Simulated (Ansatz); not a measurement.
CdSe: pressure series

Consider CdSe in the wurtzite structure (space group P6_3mc, No. 186; a = 4.3827 Å, c = 7.1545 Å).

Cell and atoms are relaxed at each pressure.

All numbers come from PBE, PAW, 420 eV (Ansatz, a program for electronic structure; scalar-relativistic without spin-orbit coupling).

Candidates:
(a) pressure 1.5 GPa
(b) pressure 5 GPa
(c) pressure 0.3 GPa
(d) pressure 10 GPa
(e) pressure −2 GPa

Before the change:

The band gap comes out as 0.54 eV.

Question: Order them by band gap, highest first.

Answer: (d) pressure 10 GPa (0.87 eV), (b) pressure 5 GPa (0.74 eV), (a) pressure 1.5 GPa (0.61 eV), (c) pressure 0.3 GPa (0.56 eV), (e) pressure −2 GPa (0.43 eV)

Load acts through the strain it causes; cell and atoms are relaxed under it. Stability against distortions was not tested. Measured, CdSe leaves this structure (for rock salt) near 2.72 GPa (temperature not stated; as listed in Datta, Sujoy, Jana, Debnarayan, arXiv (2020)), on rising pressure, with hysteresis.
